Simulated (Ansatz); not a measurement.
Results of PBE in Ansatz (plane waves, PAW) for stishovite (SiO2).

Settings: plane-wave cutoff 520 eV, 8×8×12 k mesh (along the axes of the cell as run), Fermi–Dirac smearing 0.01 eV, scalar-relativistic PAW data made under PBE.

Energies at three volumes about the minimum:

```
V (Å³/atom)  E − E_lowest (meV/atom)
-----------  -----------------------
7.886                           2.72
8.047                           0.00
8.208                           2.49
```

**Question.** Fit a parabola by hand: where is the minimum, and what is the bulk modulus?

**Answer.** Slopes: (0.00 − 2.72)/(8.047 − 7.886) = -16.894 and (2.49 − 0.00)/(8.208 − 8.047) = 15.466 meV/Å³. Curvature E″ = 2 × (15.466 − (-16.894))/(8.208 − 7.886) = 200.994 meV/Å⁶. From the middle of the first interval, the slope vanishes at V0 = 7.9665 − (-16.894)/200.994 = 8.051 Å³/atom. B = V0 E″ = 8.051 × 200.994 meV/Å³ × 0.1602 GPa per meV/Å³ = 259 GPa. The full Birch–Murnaghan fit to all volumes gives V0 = 8.047 Å³/atom and B0 = 258 GPa.

Shape and atoms are relaxed at each volume.

Measured, for comparison: bulk modulus 310 ± 1 GPa (300 K, not corrected to a static lattice; as tabulated in arXiv:1001.2066); equilibrium volume per atom 7.76 Å³/atom (300 K, copied from a table, unchecked, not corrected to a static lattice; as tabulated in BurnMan's mineral tables). Computed less measured: bulk modulus -17 %, equilibrium volume per atom not scored (unchecked).

Ansatz is a quantum-chemistry and plane-wave program.
